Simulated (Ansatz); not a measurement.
Base system: RhSb₃ (space group Im-3, No. 204).

```
RhSb3
1.0
   -4.62387     4.62387     4.62387
    4.62387    -4.62387     4.62387
    4.62387     4.62387    -4.62387
Sb Rh
12 4
Direct
  0.15505   0.33959   0.49465
  0.84495   0.66041   0.50535
  0.84495   0.33959   0.18454
  0.15505   0.66041   0.81546
  0.49465   0.15505   0.33959
  0.50535   0.84495   0.66041
  0.18454   0.84495   0.33959
  0.81546   0.15505   0.66041
  0.33959   0.49465   0.15505
  0.66041   0.50535   0.84495
  0.33959   0.18454   0.84495
  0.66041   0.81546   0.15505
  0.50000   0.50000   0.50000
  0.00000   0.00000   0.50000
  0.50000   0.00000   0.00000
  0.00000   0.50000   0.00000
```

Cartesian axes are those of the cell as printed.

Computed with plane-wave PAW DFT at the PBEsol level (Ansatz, an electronic-structure program, 420 eV), without spin-orbit coupling.

One thing is altered: an isotropic linear strain of +1.40 %, atoms relaxed at fixed cell.

Predict the stress tensor and what it implies for the stiffness.

Stress of the strained cell less that of the base (GPa, compression positive):
```
   -3.8     0.0     0.0
    0.0    -3.8     0.0
    0.0     0.0    -3.8
```

Then B = −ΔP/(ΔV/V₀) with ΔV/V₀ = 0.0426 gives secant stiffness values (nonlinear terms included at this strain): B ≈ 89 GPa.

As a check, the harmonic strain energy −½ V₀ Δσ:ε is 12 meV/atom; the computed energy rise is 13 meV/atom.

Stability against distortions was not tested. The final runs are not spin-polarised.
